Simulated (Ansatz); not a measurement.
Consider Al vacancy in corundum, charge state -3. All values below come from PBE, PAW (plane waves to 420 eV; Ansatz, a quantum-chemistry and plane-wave program).

120-site cell at the relaxed PBE lattice, the Γ point alone, smearing 0.01 eV, spin-restricted, no finite-size correction. Energies are static. The charge state is imposed; whether it is stable for some Fermi level was not computed. Forms of the defect that were not tried may lie lower.

Barriers: single points on a 2×2×2 k-point mesh shifted by half a step along c at the bands' geometries.

The step: one Al atom jumps into the vacancy from a nearby Al site. Atoms about the jump, Cartesian Å from the middle of the jump, before and after:

| atom | x0 | y0 | z0 | x1 | y1 | z1 |
|---|---|---|---|---|---|---|
| Al1 | 0.00 | 1.20 | -0.22 | 0.00 | -1.20 | 0.22 |
| O2 | -0.78 | 0.25 | 1.15 | -0.79 | 0.04 | 1.23 |
| O3 | 0.79 | -0.04 | -1.23 | 0.78 | -0.25 | -1.15 |
| O4 | -1.56 | -1.38 | -1.23 | -1.48 | -1.39 | -1.09 |
| O5 | -1.67 | 1.51 | -1.10 | -1.81 | 1.53 | -1.15 |
| O6 | 1.48 | 1.39 | 1.09 | 1.56 | 1.38 | 1.23 |
| O7 | 1.81 | -1.53 | 1.15 | 1.67 | -1.51 | 1.10 |
| Al8 | 0.00 | -1.39 | -2.22 | 0.04 | -1.39 | -2.40 |
| Al9 | -2.41 | 0.01 | -1.96 | -2.38 | 0.03 | -1.89 |
| O10 | 0.77 | -2.75 | -1.23 | 0.75 | -2.72 | -1.12 |
| Al11 | -0.04 | 1.39 | 2.40 | 0.00 | 1.39 | 2.22 |
| O12 | -1.03 | -2.88 | 1.15 | -0.93 | -2.76 | 1.09 |
| Al13 | -2.37 | -0.01 | 1.89 | -2.41 | 0.00 | 1.96 |

### Question
Where do these atoms stand at the saddle point, and how high is it?

### Answer

```tsv
atom	x	y	z
Al1	-0.23	-0.22	-0.10
O2	-0.89	0.14	1.38
O3	0.88	-0.15	-1.36
O4	-1.42	-1.27	-1.07
O5	-1.71	1.43	-1.08
O6	1.44	1.31	1.14
O7	1.70	-1.49	1.08
Al8	0.11	-1.45	-2.45
Al9	-2.42	0.03	-1.96
O10	0.81	-2.74	-1.28
Al11	-0.04	1.44	2.35
O12	-1.04	-2.84	1.16
Al13	-2.52	-0.01	2.03
```
It lies 1.49 eV above the start and 1.49 eV above the end. The saddle point's order was not checked.
